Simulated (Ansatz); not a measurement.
Results of PBE-D3(BJ) (Ansatz, an electronic-structure program, plane waves, PAW) for C11b WSi2.

Input:

Ansatz 0.2 input:
```yaml
crystal:
  lattice:
    - [-1.6174684944, 1.6174684944, 3.9505149291]
    - [1.6174684944, -1.6174684944, 3.9505149291]
    - [1.6174684944, 1.6174684944, -3.9505149291]
  atoms:
    - { symbol: Si, position: [0.6659090844, 0.6659090844, 0.0] }
    - { symbol: Si, position: [0.3340909156, 0.3340909156, 0.0] }
    - { symbol: W, position: [0.0, 0.0, 0.0] }
basis:
  ecutwfc: 520
  ecutrho_ratio: 4
  xc_grid: 2
kpoints:
  mp_grid: { grid: [24, 24, 24] }
hamiltonian:
  xc: pbe
  dispersion: d3bj
  pseudopotentials: { kind: paw }
scf:
  occupations: { method: fermi_dirac, width: 0.05 }
output:
  forces: true
  stress: true
  eigenvalues: true
relax:
  f_tol: 0.004
  escape_saddle: false
  max_steps: 80
  cell: { stress_tol: 0.02, fix: [volume] }
```

From the output:

```
Relaxation: its limit of steps is 80 (relax.max_steps)
Crystal: 3 atoms, lattice volume = 41.341 Å³
Basis set: ecut = 520 eV, 1083 PW (Γ), exchange–correlation on 72×72×72 points (8 copies of the dense FFT grid, shifted against one another)
Bands: 15, of which v1, the nominal top of the filled ones, is band 11 counted from 1 (10 counted from 0)
Symmetry: 16 space group operations
Space group: I4/mmm (ITA 139), of the structure as read, at distance tolerance 3.5e-5 Å
k-points: 1063 of 13824
Functional: x = pbe(κ = 0.804, μ = 0.2195149727645171), c = pbe(β = 0.06672455060314922)
SCF iter   1: F=—  HF=-11659.138594 eV  |F-HF|=—  |Δ(HF+E_count)|=         —  Δρ=3.37e-3  dr2=1.86e-3
SCF iter   2: F=—  HF=-11659.139027 eV  |F-HF|=—  |Δ(HF+E_count)|=   4.33e-4  Δρ=1.92e-3  dr2=7.19e-4
  ...
SCF 1 converged in 6 iterations: F = -11659.139185 eV  dr2 = 2.85e-9
Crystal: 3 atoms, lattice volume = 41.341 Å³
Initial density: handed on by an earlier stage of this run
SCF 2 converged in 4 iterations: F = -11659.139889 eV  dr2 = 5.34e-8
Crystal: 3 atoms, lattice volume = 41.341 Å³
SCF 3 converged in 3 iterations: F = -11659.139979 eV  dr2 = 7.69e-8
Crystal: 3 atoms, lattice volume = 41.341 Å³
SCF 4 converged in 4 iterations: F = -11659.139983 eV  dr2 = 7.12e-10
Crystal: 3 atoms, lattice volume = 41.341 Å³
SCF iter   3: F=—  HF=-11659.139983 eV  |F-HF|=—  |Δ(HF+E_count)|=   3.73e-8  Δρ=2.67e-7  dr2=1.59e-11
SCF iter   4: F=-11659.139983 eV  HF=-11659.139983 eV  |F-HF|=7.28e-12  |Δ(HF+E_count)|=  2.55e-11  Δρ=1.11e-7  dr2=1.62e-12
SCF 5 converged in 4 iterations: F = -11659.139983 eV  dr2 = 1.62e-12
SCF converged after 4 iterations
Free energy (F): -11659.139983 eV
Internal energy: -11659.137795 eV  (E = F + TS)
E sigma→0 (E₀):  -11659.138889 eV
Fermi energy:    16.324230 eV
--- Forces (eV/Å), atoms counted from 1 ---
  atom   1  Si    -0.00000000    -0.00000000    -0.00074250
  atom   2  Si    -0.00000000    -0.00000000     0.00074250
  atom   3  W      0.00000000     0.00000000    -0.00000000
--- Stress (GPa, compression-positive) ---
       -8.405413       0.000000       0.000000
        0.000000      -8.405413       0.000000
       -0.000000       0.000000      -8.408710
  P = ⅓ Tr σ = -8.4065 GPa (-84.065 kbar)
```

The cell is one volume of an energy–volume scan, off the minimum.
